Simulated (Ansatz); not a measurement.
The starting structures come from a database of crystals and need not be the phases stable at ambient conditions.

Inside the gap of an insulator the Bloch states are evanescent, with a wavenumber k + iκ along the transport direction.

Data:

```yaml
crystal:
  lattice:
    - [6.74772, 0.00000, 0.00000]
    - [2.59209, 8.41050, 0.00000]
    - [-2.40002, -1.33995, 6.16248]
  atoms:
    - { symbol: Ba, position: [0.59566, 0.75000, 0.59566] }
    - { symbol: Ba, position: [0.40434, 0.25000, 0.40434] }
    - { symbol: H, position: [0.86053, 0.38667, 0.71339] }
    - { symbol: H, position: [0.13947, 0.61333, 0.28661] }
    - { symbol: H, position: [0.71339, 0.11333, 0.86053] }
    - { symbol: H, position: [0.28661, 0.88667, 0.13947] }
    - { symbol: H, position: [0.71979, 0.44810, 0.87251] }
    - { symbol: H, position: [0.28021, 0.55190, 0.12749] }
    - { symbol: H, position: [0.87251, 0.05190, 0.71979] }
    - { symbol: H, position: [0.12749, 0.94810, 0.28021] }
    - { symbol: I, position: [0.77387, 0.85078, 0.19017] }
    - { symbol: I, position: [0.22613, 0.14922, 0.80983] }
    - { symbol: I, position: [0.19017, 0.64922, 0.77387] }
    - { symbol: I, position: [0.80983, 0.35078, 0.22613] }
    - { symbol: O, position: [0.72228, 0.05524, 0.71348] }
    - { symbol: O, position: [0.27772, 0.94476, 0.28652] }
    - { symbol: O, position: [0.71348, 0.44476, 0.72228] }
    - { symbol: O, position: [0.28652, 0.55524, 0.27772] }
```

Space group of this cell: C2/c. The cell is taken as given; by r2SCAN its mean pressure is -1.3 GPa.

Transport runs along the normal of the first two printed cell vectors.

No gap correction and no spin-orbit coupling; mid-gap values are interpolated between computed energies.

### Question
Estimate the band gap and the smallest decay constant κ at mid-gap that r2SCAN (Ansatz, a first-principles code) returns for this system.

### Answer
Gap 4.34 eV on a 6×4×6 mesh; κ = 0.306 1/Å, at the zone centre.
